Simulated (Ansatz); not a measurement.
The parent structure is MgSe in the rock salt structure (space group Fm-3m, No. 225).

```
MgSe
1.0
    0.00000     2.72489     2.72489
    2.72489     0.00000     2.72489
    2.72489     2.72489     0.00000
Se Mg
1 1
Direct
  0.00000   0.00000   0.00000
  0.50000   0.50000   0.50000
```

Method: plane-wave PAW DFT at the PBEsol level (Ansatz, a first-principles code, 420 eV), without spin-orbit coupling.

One change was made to it. Results:

| quantity | base | after |
|---|---|---|
| band gap | 1.78 eV | 1.95 eV |
| smallest direct gap | 2.50 eV | 3.30 eV |
| electron mass | 0.49 mₑ along k, 0.23 mₑ across (at X) | 0.50 mₑ along k, 0.24 mₑ across (at X) |
| lattice parameter a | 5.450 Å | 5.252 Å |

Q: Which change produced these results?
(A) pressure 45 GPa
(B) pressure 9 GPa
(C) pressure 1.8 GPa

A: B, pressure 9 GPa. For comparison, the band gap in the other runs: pressure 1.8 GPa gives 1.82 eV; pressure 45 GPa gives 2.29 eV.

Load acts through the strain it causes; cell and atoms are relaxed under it. Masses are band curvatures over ±0.01 Å⁻¹ around the edge. Along k means along the line from Γ to the band edge. Whether these cells are dynamically stable was not tested. No other phases were tried under pressure.
